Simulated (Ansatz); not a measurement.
## monolayer WS2: band-edge transport data

Data:

```xyz
3
Lattice="3.1874 0.0000 0.0000 -1.5937 2.7604 0.0000 0.0000 0.0000 19.0384" Properties=species:S:1:pos:R:3 pbc="T T T"
W      1.5937     0.9201     9.5192
S      0.0000     1.8403     7.9481
S      0.0000     1.8403    11.0903
```

Calculation: HSE06, rigid bands (plane waves, PAW, scalar-relativistic; Ansatz, a program for electronic structure). Cell: cell and atoms relaxed with PBE.

- band gap = 2.28 eV
- electron conductivity mass (300 K, dilute) = 0.29 mₑ
- effective density of states N_c (300 K) = 6.0e12 cm⁻²
- Seebeck coefficient, n-type 1.9e12 cm⁻², 300 K = -270 μV/K

Rigid bands; masses and Seebeck coefficients take one relaxation time τ for all states and one kind of carrier; polarons and phonon drag are left out. Spin-orbit coupling is left out; with 5d elements it also splits d-like band edges. Geometry: cell and atoms relaxed with PBE.
